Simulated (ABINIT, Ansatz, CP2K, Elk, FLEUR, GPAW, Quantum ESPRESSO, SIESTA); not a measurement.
**One structure in several programs: ZnS (F-43m, 2 atoms in the cell)**

Self-consistent single point.

```
ZnS
1.0
    0.00000     2.70500     2.70500
    2.70500     0.00000     2.70500
    2.70500     2.70500     0.00000
Zn S
1 1
Direct
  0.00000   0.00000   0.00000
  0.25000   0.25000   0.25000
```

All programs got the same cell, k-point mesh and kind of occupations (in Ansatz's words: kpoints.mp_grid.grid = 7 7 7; scf.occupations.method = fermi_dirac; scf.occupations.width = 0.05 eV); potentials, basis and cutoffs are each program's usual ones.

```json
[
 {"code": "Ansatz", "model": "PBE, default PAW files", "pressure (GPa)": "1.28", "gap on the mesh (eV)": "2.095", "k-points": "20", "cutoff": "default"},
 {"code": "CP2K", "model": "PBE, GPW, DZVP-MOLOPT-SR-GTH basis, GTH-PBE potentials (GTH_POTENTIALS)", "pressure (GPa)": "1.67", "gap on the mesh (eV)": "2.076", "k-points": "172", "cutoff": "grid 600 Ry"},
 {"code": "SIESTA", "model": "GGA PBE, numerical atomic orbitals DZP, PseudoDojo PBE standard norm-conserving potentials (rewritten from UPF to PSML)", "pressure (GPa)": "-0.17", "gap on the mesh (eV)": "2.420", "k-points": "172", "cutoff": "grid 350 Ry"},
 {"code": "FLEUR", "model": "PBE, all-electron FLAPW (FLEUR), scalar-relativistic valence", "pressure (GPa)": "–", "gap on the mesh (eV)": "2.095", "k-points": "30", "cutoff": "Kmax 4 1/bohr"},
 {"code": "ABINIT", "model": "PBE, PAW (JTH v2.0 PBE PAW)", "pressure (GPa)": "1.23", "gap on the mesh (eV)": "2.084", "k-points": "20", "cutoff": "30 Ha"},
 {"code": "Elk", "model": "PBE, all-electron FP-LAPW, Elk's shipped species files, default APW+lo basis", "pressure (GPa)": "–", "gap on the mesh (eV)": "2.014", "k-points": "30", "cutoff": "rgkmax 7"},
 {"code": "GPAW", "model": "PBE, GPAW PAW datasets PBE (gpaw-data 1.0.1)", "pressure (GPa)": "1.40", "gap on the mesh (eV)": "2.088", "k-points": "20", "cutoff": "800 eV"},
 {"code": "Quantum ESPRESSO", "model": "PBE, PseudoDojo stringent norm-conserving (PBE) pseudopotentials", "pressure (GPa)": "1.33", "gap on the mesh (eV)": "2.098", "k-points": "20", "cutoff": "85 Ry"}
]
```

A dash marks a value that a program does not give, or that is left out as unsure.

Gaps are read on the mesh.

The spread over the programs that give each value: pressure within 1.84 GPa; gap on the mesh within 0.406 eV.

The starting cell has typed, rounded lattice constants, without a prior relaxation at this level.

**Question.** Why do the programs differ, and what cannot be compared?

**Answer.** Differences of this kind can come from the potentials, where these differ, and from what each basis and cutoff leave unconverged. The valence holds different numbers of electrons (Ansatz (a quantum-chemistry and plane-wave program) 18, CP2K 18, SIESTA 26, FLEUR 18, ABINIT 18, GPAW 18, Quantum ESPRESSO 26). The zero of total energies and Fermi levels follows the potentials and each program's conventions, so they are not compared here. CP2K and SIESTA use small atom-centred bases, whose incompleteness enters pressures, forces and empty levels differently from a plane-wave cutoff. FLEUR and Elk treat all electrons, but the usual bases taken here (sphere radii, linearisation, local orbitals, empty states) were not tested for convergence, so the values are no reference for the others. Ansatz's pressure is given at a fixed set of plane waves, as the other plane-wave codes print theirs; with its correction for the finite basis it is 1.35 GPa. The programs reduce the same mesh by symmetry to different extents, which changes the work and not the result. In the pressure, SIESTA (by 1.47) lies more than 1 GPa from the median of the plane-wave programs. In the gap, SIESTA (by 0.329) lies more than 0.12 eV from the median of the plane-wave programs.

Keys are those of Ansatz 0.2.
